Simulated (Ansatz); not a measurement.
# C: pressure series

The reference is C in the graphite type structure (space group P6_3/mmc, No. 194; a = 2.458 Å, c = 6.563 Å; layered, stacked along the Cartesian z axis).

Cell and atoms are relaxed at each pressure.

Calculations: Kohn–Sham DFT with the PBEsol-D3(BJ) functional, run in Ansatz (a program for electronic structure) with PAW and 420 eV plane waves, without spin-orbit coupling.

Notes on the quantities. enthalpy: H = E + PV relative to the base's energy.

```tsv
change	shortest interatomic distance	enthalpy	density
base	1.419 Å	–	2.32 g/cm³
pressure −2 GPa	1.422 Å	-0.11 eV/atom	2.05 g/cm³
pressure −1 GPa	1.420 Å	-0.05 eV/atom	2.24 g/cm³
pressure 0.3 GPa	1.419 Å	+0.02 eV/atom	2.34 g/cm³
pressure 0.7 GPa	1.419 Å	+0.04 eV/atom	2.37 g/cm³
pressure 1.5 GPa	1.418 Å	+0.08 eV/atom	2.41 g/cm³
pressure 3 GPa	1.416 Å	+0.16 eV/atom	2.47 g/cm³
pressure 5 GPa	1.414 Å	+0.25 eV/atom	2.54 g/cm³
pressure 7.5 GPa	1.412 Å	+0.38 eV/atom	2.61 g/cm³
pressure 10 GPa	1.410 Å	+0.49 eV/atom	2.67 g/cm³
```

A case with no gap was solved on a k-mesh chosen for an insulator, which is coarse for it. Load acts through the strain it causes; cell and atoms are relaxed under it. Stability against distortions was not tested. Competing high-pressure phases were not computed.
